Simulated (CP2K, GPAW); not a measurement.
A GPAW input for a self-consistent single point of SnSeS (P3m1, 3 atoms in the cell) (DFT PBEsol, plane waves, GPAW PAW datasets PBEsol (made by gpaw-setup)):

```python
from ase import Atoms
from ase.units import GPa
from gpaw import GPAW

atoms = Atoms(['Sn', 'Se', 'S'],
              cell=[[3.827132, 0.000000, 0.000000],
                    [-1.913566, 3.314393, 0.000000],
                    [0.000000, 0.000000, 6.477310]],
              scaled_positions=[[0.333333, 0.666667, 0.007650],
                                [0.000000, 0.000000, 0.757710],
                                [0.666667, 0.333333, 0.234640]],
              pbc=True)

calc = GPAW(mode={'name': 'pw', 'ecut': 600},
            xc='PBEsol',
            kpts={'size': (8, 8, 4), 'gamma': True},
            occupations={'name': 'fermi-dirac', 'width': 0.0},
            nbands=-4,
            convergence={'bands': -2},
            symmetry={'symmorphic': False, 'tolerance': 0.0005},
            maxiter=120,
            txt='-')

atoms.calc = calc

energy = atoms.get_potential_energy()
print('Energy (eV):', round(energy, 6))
forces = atoms.get_forces()
print('Forces (eV/Ang):')
print(forces.round(5))
stress = atoms.get_stress()
print('Stress (GPa, Voigt):', (stress / GPa).round(4))
```

Question: Write the same calculation as an input for CP2K.

Answer: One input that does it (others would too):

```
&GLOBAL
  PROJECT calc
  RUN_TYPE ENERGY_FORCE
  PRINT_LEVEL LOW
&END GLOBAL
&FORCE_EVAL
  METHOD Quickstep
  STRESS_TENSOR ANALYTICAL
  &DFT
    BASIS_SET_FILE_NAME BASIS_MOLOPT
    POTENTIAL_FILE_NAME GTH_POTENTIALS
    &QS
      METHOD GPW
      EPS_DEFAULT 1E-11
    &END QS
    &MGRID
      CUTOFF 400
      REL_CUTOFF 60
      NGRIDS 5
    &END MGRID
    &SCF
      SCF_GUESS ATOMIC
      EPS_SCF 1E-6
      MAX_SCF 100
      ADDED_MOS 4
      &DIAGONALIZATION
        ALGORITHM STANDARD
      &END DIAGONALIZATION
      &MIXING
        METHOD BROYDEN_MIXING
        ALPHA 0.2
        NBUFFER 12
        BETA 1
      &END MIXING
    &END SCF
    &KPOINTS
      SCHEME MONKHORST-PACK 8 8 4
      GAMMA_CENTERED T
    &END KPOINTS
    &XC
      &XC_FUNCTIONAL
        &PBE
          PARAMETRIZATION PBESOL
        &END PBE
      &END XC_FUNCTIONAL
    &END XC
    &PRINT
      &MO
        EIGENVALUES T
        OCCUPATION_NUMBERS T
        NDIGITS 8
        FILENAME mo
        &EACH
          QS_SCF 0
        &END EACH
        ADD_LAST NUMERIC
      &END MO
      &MULLIKEN OFF
      &END MULLIKEN
    &END PRINT
  &END DFT
  &SUBSYS
    &CELL
      ABC 3.82713200 3.82713154 6.47731000
      ALPHA_BETA_GAMMA 90.00000000 90.00000000 120.00000401
      PERIODIC XYZ
    &END CELL
    &COORD
      Sn      -0.00000191     2.20959644     0.04955142
      Se       0.00000000     0.00000000     4.90792256
      S        1.91356791     1.10479656     1.51983602
    &END COORD
    &KIND Sn
      BASIS_SET DZVP-MOLOPT-SR-GTH-q4
      POTENTIAL GTH-PBE-q4
    &END KIND
    &KIND Se
      BASIS_SET DZVP-MOLOPT-SR-GTH-q6
      POTENTIAL GTH-PBE-q6
    &END KIND
    &KIND S
      BASIS_SET DZVP-MOLOPT-SR-GTH-q6
      POTENTIAL GTH-PBE-q6
    &END KIND
  &END SUBSYS
  &PRINT
    &FORCES ON
    &END FORCES
    &STRESS_TENSOR ON
    &END STRESS_TENSOR
  &END PRINT
&END FORCE_EVAL
```

Basis, cutoffs, solver keys and any potentials are the target program's own. This input uses DFT PBEsol, GPW, DZVP-MOLOPT-SR-GTH basis, GTH-PBE potentials (GTH_POTENTIALS).

The starting cell comes from a database of computed structures (which also holds hypothetical and non-ambient phases and stackings), without a prior relaxation at this level. Its lattice was rescaled by a random factor within 2.5 % of one.
